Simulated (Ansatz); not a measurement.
Results of PBEsol (Ansatz, a program for electronic structure, plane waves, PAW) for SnS₂ (model structure, started from the HfO2 type, Pbcn, No. 60, 12 atoms in the cell).

Numerical settings: plane-wave cutoff 520 eV, 6×6×6 k mesh, Fermi–Dirac smearing 0.01 eV, scalar-relativistic PAW data made under PBE.

Cell (relaxed with PBEsol):

SnS₂ is taken in the orthorhombic space group Pbcn (No. 60), Pearson symbol oP12. Conventional cell: a = 5.858 Å, b = 7.158 Å, c = 6.333 Å, α = β = γ = 90.00°. Sn on 4c is surrounded by 6 S at 2.528–2.594 Å. S on 8d is coordinated by 3 Sn at 2.528–2.594 Å. (Neighbours: up to the widest gap in distance over summed covalent radii, below 1.35, at either atom; cation-cation and far metal-metal contacts left out.)

Q: What does this level give for the band gap and Γ–Γ gap?

A: 
- band gap: 0.01 eV (under three smearing widths, so not firm)
- Γ–Γ gap: 0.06 eV

Note: the relaxation could raise the start's symmetry but not lower it, so the cell can be a saddle point.

Spin–orbit coupling is not included; it can close the smallest gap of 0.01 eV.

Computed values are for the static lattice.

It cost very roughly 100 core-seconds of CPU time.

A model structure was made by putting elements into a prototype or built by hand; it is no filed structure, need not be a known phase, and can be a saddle point held by its symmetry.
